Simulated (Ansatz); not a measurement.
## A constructed model of the (111) surface of fcc Ir, (√3x√3)R30°, one Ir adatom (bottom of the slab: a bare face, its two planes held)

Calculation: PBE (plane waves to 420 eV, PAW; Ansatz, a program for electronic structure).

Set-up: 19 atoms, 13.7 Å thick at the start with caps and adatoms (thin: gaps and levels are the slab's own); mesh 9x9x1; 0.1 eV smearing; dipole correction on; 6 atoms held, the rest relaxed; start symmetry kept, larger cells not searched; no spin, no spin-orbit, no U. In PBE it lies 0.31 eV a 1x1 cell over the lowest computed structure of the same composition (one added row of Ir in 3).

- work function of the top face = 4.07 eV
- energy released by relaxation = 1.72 eV
- cost = about 7 core-minutes (a rough figure)
